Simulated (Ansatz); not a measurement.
**Effect of biaxial strain −3.00 %, plane normal [001], relaxed out of plane on GaN**

The reference is GaN in the zinc blende structure (space group F-43m, No. 216; a = 4.4979 Å). Axes: x, y, z lie along the cube axes.

Modification: compressive biaxial strain of 3.00 % in the plane normal to [001], as in epitaxy on a mismatched substrate; the out-of-plane cell vector and the atoms relax.

Method: r2SCAN, PAW, 500 eV (Ansatz, a first-principles code; no SOC). k-mesh 13×13×13 (Γ-centred); smearing 0.05 eV (Fermi–Dirac).

The volume per atom drops by 0.34 Å³, from 11.37 Å³ to 11.03 Å³ and the shortest interatomic distance shrinks by 0.018 Å to 1.930 Å. The energy increases by 19 meV/atom and the pressure (mean of the normal stresses, compression positive) goes from zero to 60.9 kbar. The band gap goes up by 0.08 eV (2.17 eV → 2.25 eV) and the gap character remains direct at Γ. The electron mass becomes 0.19 mₑ out of plane, 0.18 mₑ in plane (at Γ) (base: 0.17 mₑ (at Γ)) and the valence-band top at Γ (three highest levels, from the VBM) goes from 0.00, 0.00, 0.00 eV to 0.00, 0.00, -0.33 eV. The valley order (the lowest conduction-band minima on the path, energy above the VBM, named in the base's zone) changes from Γ 2.17 eV to Γ 2.25 eV; X along [010] 3.56 eV and the out-of-plane strain comes out as +3.09 %. The ratio −ε⊥/ε∥ is 1.03 and the mean in-plane stress (compression positive) comes out as +9.1 GPa.

Final structure (turned so that z lies along the plane normal):

```yaml
crystal:
  lattice:
    - [3.08508, 0.00000, 0.00000]
    - [0.00000, 3.08508, 0.00000]
    - [1.54254, -1.54254, 2.31855]
  atoms:
    - { symbol: Ga, position: [0.00000, 0.00000, 0.00000] }
    - { symbol: N, position: [0.75000, 0.75000, 0.50000] }
```

Effective masses come from finite differences of ±0.01 Å⁻¹. Whether these cells are dynamically stable was not tested. This is not the structure that GaN has at room temperature and ambient pressure. Labels are those of the standard path for the cell's own space group.
